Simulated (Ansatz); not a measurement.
Take AlCr$_{2}$C (space group P6_3/mmc, No. 194; a = 2.840 Å, c = 12.705 Å; non-magnetic) as the base. Axes: x lies along a and z along c of the hexagonal cell.

Computed with plane-wave PAW DFT at the PBE level (Ansatz, a program for electronic structure, 420 eV), spin-orbit coupling left out.

Before the change:

The pressure comes out as 0.0 GPa.

It is then changed as follows: uniaxial strain ε_zz = −1.38 %, all other strain components held at zero; the atoms relax in the strained cell.

Task: How does this affect the energy relative to the base?

Result: The energy rises by 2.4 meV/atom.

Task: What happens to the pressure?

Result: The pressure (mean of the normal stresses, compression positive) goes from zero to 2.8 GPa.

Without a gap, meshes like the base's 19×19×4 leave anisotropic stresses uncertain by several tenths of a GPa, and small strain energies with them. Stability against distortions was not tested. Seeded moments were not kept for the base. The final runs are not spin-polarised.
